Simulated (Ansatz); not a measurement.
**Response to strain in Ga2O3**

Start from Ga2O3 in the corundum structure (space group R-3c, No. 167; a = 4.950 Å, c = 13.306 Å (hexagonal axes)). Axes: x lies along a and z along c of the hexagonal cell.

Strains are applied to the cell and any free atomic positions relax; under biaxial strain the out-of-plane vector relaxes too.

Method: LDA in Ansatz (plane waves to 420 eV, PAW, no SOC).

```json
[
 {"case": "base", "band gap": "3.04 eV", "out-of-plane strain": "–", "shortest interatomic distance": "1.911 Å"},
 {"case": "biaxial strain −3.00 %, plane normal [001], relaxed out of plane", "band gap": "3.42 eV", "out-of-plane strain": "+2.45 %", "shortest interatomic distance": "1.883 Å"},
 {"case": "biaxial strain −2.25 %, plane normal [001], relaxed out of plane", "band gap": "3.34 eV", "out-of-plane strain": "+1.82 %", "shortest interatomic distance": "1.890 Å"},
 {"case": "biaxial strain −1.50 %, plane normal [001], relaxed out of plane", "band gap": "3.26 eV", "out-of-plane strain": "+1.20 %", "shortest interatomic distance": "1.897 Å"},
 {"case": "biaxial strain −0.75 %, plane normal [001], relaxed out of plane", "band gap": "(withheld)", "out-of-plane strain": "(withheld)", "shortest interatomic distance": "(withheld)"}
]
```

Problem. Some entries are withheld; estimate them.

Solution. 
- biaxial strain −0.75 %, plane normal [001], relaxed out of plane, band gap: 3.15 eV
- biaxial strain −0.75 %, plane normal [001], relaxed out of plane, out-of-plane strain: +0.59 %
- biaxial strain −0.75 %, plane normal [001], relaxed out of plane, shortest interatomic distance: 1.904 Å

Whether these cells are dynamically stable was not tested.

Ansatz is an electronic-structure program.
